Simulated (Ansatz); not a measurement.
Ansatz (an electronic-structure program) run on FePO₄ (P3_121, 18 atoms in the cell): self-consistent single point.

Computed with PBEsol, default PAW files made with PBE (plane waves; Ansatz).

```yaml
crystal:
  lattice:
    - [5.05113, 0.00000, 0.00000]
    - [-2.52556, 4.37441, 0.00000]
    - [0.00000, 0.00000, 11.28792]
  atoms:
    - { symbol: Fe, position: [0.45780, 0.00000, 0.33333], spin: 4.0 }
    - { symbol: Fe, position: [0.00000, 0.45780, 0.66667], spin: 4.0 }
    - { symbol: Fe, position: [0.54220, 0.54220, 0.00000], spin: 4.0 }
    - { symbol: P, position: [0.45620, 0.00000, 0.83333] }
    - { symbol: P, position: [0.00000, 0.45620, 0.16667] }
    - { symbol: P, position: [0.54380, 0.54380, 0.50000] }
    - { symbol: O, position: [0.41400, 0.31600, 0.39650] }
    - { symbol: O, position: [0.68400, 0.09800, 0.72983] }
    - { symbol: O, position: [0.90200, 0.58600, 0.06317] }
    - { symbol: O, position: [0.31600, 0.41400, 0.60350] }
    - { symbol: O, position: [0.09800, 0.68400, 0.27017] }
    - { symbol: O, position: [0.58600, 0.90200, 0.93683] }
    - { symbol: O, position: [0.41200, 0.26500, 0.87510] }
    - { symbol: O, position: [0.73500, 0.14700, 0.20843] }
    - { symbol: O, position: [0.85300, 0.58800, 0.54177] }
    - { symbol: O, position: [0.26500, 0.41200, 0.12490] }
    - { symbol: O, position: [0.14700, 0.73500, 0.79157] }
    - { symbol: O, position: [0.58800, 0.85300, 0.45823] }
```
(The spins are starting values, not results.)

Reference input (self-consistent single point, DFT, PBEsol, plane waves, default PAW files made with PBE): kpoints.mp_grid.grid = 5 5 2; hamiltonian.xc = pbesol; hamiltonian.pseudopotentials = {kind: paw} (the program's default PAW files); magnetization.spin_polarized = true; scf.occupations.method = gaussian; scf.occupations.width = 0.136 eV. This run's input differs from it in these lines:

```diff
@@ -36,4 +36,4 @@
   occupations:
-    method: gaussian
-    width: 0.136
+    method: fermi_dirac
+    width: 0.3
 output:
```

The program printed (abridged):

```
SCF iter   1: F=—  HF=-22304.414790 eV  |F-HF|=—  |Δ(HF+E_count)|=         —  Δρ=6.90e-2 (↑6.33e-2 ↓6.90e-2)  dr2=4.54e1  dr2_m=6.54e-1  M=12.038 μB ∫|m|=12.039 μB  β_m=0.30  ethr=3.10e-3  ⟨swp⟩=6.2  Hψ=8559  notcnv=0  defer=88
Mixer restart at iter 1: flushing history
all-band conjugate gradients solve this SCF's bands
preconditioner: auto → Kerker (q_TF=auto, 2.463 Å⁻¹)
   [... lines left out ...]
SCF iter  14: F=—  HF=-22299.472125 eV  |F-HF|=—  |Δ(HF+E_count)|=   5.25e-7  Δρ=4.72e-6 (↑2.94e-6 ↓4.72e-6)  dr2=1.24e-7  dr2_m=1.98e-8  M=14.242 μB ∫|m|=14.269 μB  β_m=0.99  ethr=5.03e-10  ⟨swp⟩=2.0  Hψ=2977  notcnv=0  defer=220
SCF iter  15: F=-22299.472125 eV  HF=-22299.472125 eV  |F-HF|=8.03e-9  |Δ(HF+E_count)|=   7.58e-8  Δρ=1.04e-6 (↑9.94e-7 ↓1.04e-6)  dr2=9.31e-9  dr2_m=5.45e-10  M=14.242 μB ∫|m|=14.269 μB  ethr=7.41e-11  ⟨swp⟩=14.5  Hψ=9687  notcnv=0
SCF 1 converged in 15 iterations: F = -22299.472125 eV  dr2 = 9.31e-9
WARN: an SCF from ferrimagnetic starting moments (4.00, 4.00, -4.00, 0.00, 0.00, 0.00, 0.00, 0.00, 0.00, 0.00, 0.00, 0.00, 0.00, 0.00, 0.00, 0.00, 0.00, 0.00 …
   [... lines left out ...]
Absolute magnetization: 14.2685 μB (∫|ρ↑−ρ↓|, with the PAW one-centre terms)
Free energy (F): -22299.472125 eV
Fermi energy:    4.386484 eV
   [... lines left out ...]
  atom  18  O      0.01168386     0.21750471     0.01477326
--- Stress (GPa, compression-positive) ---
        1.181548       0.000000       0.000000
        0.000000       1.181548      -0.000000
        0.000000      -0.000000       1.880338
  P = ⅓ Tr σ = 1.4145 GPa (14.145 kbar)
  The stress holds the Pulay correction. Without it, at fixed plane waves, as pw.x and ABINIT print it: P = 0.7664 GPa
```

The run converged in 15 iterations. Against the reference run the free energy drops by 13.0 meV/atom, the pressure moves little (1.39 to 1.41 GPa), the largest force goes from 0.469 to 0.444 eV/Å and the size of the net moment goes from 0.83 to 0.79 μB/atom.

The starting cell comes from a database of published, mostly measured structures (it also holds non-ambient and calculated ones), without a prior relaxation at this level. Its lattice was rescaled by a random factor within 2.5 % of one. The magnetic order is the one reached from the typed start; others were not searched systematically. The program warned that, by what it read of turns of the moments, another magnetic order lies lower. Ansatz's pressure includes its estimate of the finite-basis (Pulay) stress. Without the estimate this run gives 0.77 GPa.

Cost on one core of a shared machine: roughly 50 s.

Keys are those of Ansatz 0.2.
